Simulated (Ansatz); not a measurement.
The parent structure is TiC in the rock salt structure (space group Fm-3m, No. 225; a = 4.333 Å; relaxed with 0.1 eV smearing).

(Cell as relaxed with PBE.)

Levels (all Ansatz, a program for electronic structure, PAW, earlier PAW set): PBE (420 eV, without spin-orbit coupling); PBEsol (420 eV, without spin-orbit coupling).

Each level relaxes its own structure.

```json
[
 {"base": "volume per atom", "PBE": "10.17 Å³", "PBEsol": "9.89 Å³"},
 {"base": "lattice parameter a", "PBE": "4.333 Å", "PBEsol": "4.293 Å"},
 {"base": "band gap", "PBE": "zero", "PBEsol": "zero"}
]
```

Now apply this change: the cell is scaled by 1.0145 in all directions; the atoms relax in the strained cell.

```tsv
quantity	PBE	PBEsol
pressure	-9.9 GPa	-10.6 GPa
energy relative to the base (free energy F)	+14 meV/atom	+15 meV/atom
band gap	zero	zero
```

PBE's pressure lies 0.7 GPa above PBEsol's; PBE's energy relative to the base lies 0.6 meV/atom below PBEsol's; the two agree on the band gap. Neither level is exact; PBEsol is the comparison here, not a measurement.

Whether these cells are dynamically stable was not tested. The final runs are not spin-polarised.
